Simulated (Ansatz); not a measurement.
The starting structures come from a database of crystals and need not be the phases stable at ambient conditions.

 Where the default PAW files enter, the runs use the earlier of Ansatz's two default sets.

Input:

```
CELL_PARAMETERS angstrom
      5.51621     0.00000     0.00000
     -2.75811     4.77718     0.00000
      2.75810     1.59239     4.86369
ATOMIC_POSITIONS crystal
  In 0.71424 0.35712 0.92864
  In 0.28576 0.64288 0.07136
  In 0.28576 0.14288 0.57136
  In 0.71424 0.85712 0.42864
  O  0.20350 0.25000 0.25000
  O  0.79649 0.75000 0.75000
  O  0.50000 0.95351 0.25000
  O  0.50000 0.04650 0.75000
  O  0.79649 0.54649 0.25000
  O  0.20350 0.45350 0.75000
```

Space group of this cell: R-3c, corundum. The cell is taken as given; by r2SCAN its mean pressure is -0.8 GPa.

Computed with r2SCAN (plane waves, PAW; Ansatz, a quantum-chemistry and plane-wave program).

The current runs along the normal of the first two printed vectors; no spin-orbit coupling. Scaled by the factor s: all lengths (ions clamped). Meshes 8×8×8 and 6×6 across the current in all rows.

```tsv
s	mean pressure (GPa)	band gap (eV)
0.98	11.5	?
1.00	-0.8	1.77
1.02	-10.0	1.35
```

Question: Take the slope of the band gap against ln s from the two given rows, extrapolate to s = 0.98, and say what the run there gives.

Answer: Slope = (1.35 − 1.77) / ln 1.02 = -21.2 eV. The line gives 1.77 + (-21.2) × ln 0.98 = 2.20 eV. The run gives 2.19 eV, 0.01 eV under the line, 2 % of the predicted step.
